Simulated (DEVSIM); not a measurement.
Structure: abrupt Ge p-n junction, at 300 K.

```csv
layer (left to right),material,thickness (μm),Nd (cm⁻³),Na (cm⁻³),τn (s),τp (s)
1,Ge,0.180,-,1e17,3.1e-6,3.1e-6
2,Ge,1.50,2.2e14,-,3.1e-6,3.1e-6
```

Left contact: ohmic. Right contact: ohmic. Voltage is applied to the left contact. Recombination: SRH at mid-gap, Auger. Mobility is μmin + (μ − μmin)/(1 + (N/Nref)^α).

Constants are typed, rounded textbook-type inputs, not results; the design itself was drawn at random and stands for no fabricated device. Values at 300 K.

```
parameter           Ge
-------------  -------
gap (eV)         0.664
affinity (eV)        4
permittivity        16
Nc (cm⁻³)      1.04e19
Nv (cm⁻³)         6e18
μn (cm²/Vs)       3900
μp (cm²/Vs)       1900
μn,min             150
μp,min             100
Nref,n          2.6e17
Nref,p            4e17
αn                0.56
αp                 0.6
Cn (cm⁶/s)       1e-31
Cp (cm⁶/s)       1e-31
```

DEVSIM, 1D drift-diffusion, Boltzmann statistics, complete ionisation; no tunnelling, impact ionisation, image-force lowering or self-heating.

Q: Tabulate band edges, carrier densities and field at zero bias.

A: Energies count from the Fermi level of the right contact; mesh points crowd at the junctions.

```
x (μm)   Ec (eV)  Ev (eV)  n (cm⁻³)  p (cm⁻³)  field (V/cm)
-------  -------  -------  --------  --------  ------------
0.000      0.558   -0.106     4.4e9    1.0e17           ≈ 0
0.01420    0.558   -0.106     4.4e9    1.0e17           ≈ 0
0.03249    0.558   -0.106     4.4e9    1.0e17           ≈ 0
0.06057    0.558   -0.106     4.4e9    1.0e17           ≈ 0
0.1070     0.558   -0.106     4.4e9    9.9e16          -170
0.1388     0.556   -0.108     4.7e9    9.2e16         -1300
0.1595     0.550   -0.114     5.9e9    7.4e16         -4900
0.1798     0.532   -0.132    1.2e10    3.6e16        -15000
0.1920     0.516   -0.148    2.2e10    2.0e16        -11000
0.2144     0.495   -0.169    5.0e10    8.8e15         -7800
0.2465     0.474   -0.190    1.1e11    3.9e15         -5600
0.3271     0.439   -0.225    4.4e11    1.0e15         -3600
0.4206     0.410   -0.254    1.3e12    3.3e14         -2700
0.5814     0.373   -0.291    5.6e12    7.8e13         -2000
0.9259     0.321   -0.343    4.3e13    1.0e13         -1100
1.203      0.297   -0.367    1.0e14    4.2e12          -620
1.380      0.288   -0.376    1.5e14    2.9e12          -430
1.502      0.284   -0.380    1.8e14    2.4e12          -340
1.593      0.281   -0.383    2.0e14    2.2e12          -310
1.635      0.279   -0.385    2.1e14    2.1e12          -300
1.661      0.279   -0.385    2.2e14    2.0e12          -300
1.680      0.278   -0.386    2.2e14    2.0e12          -300
```
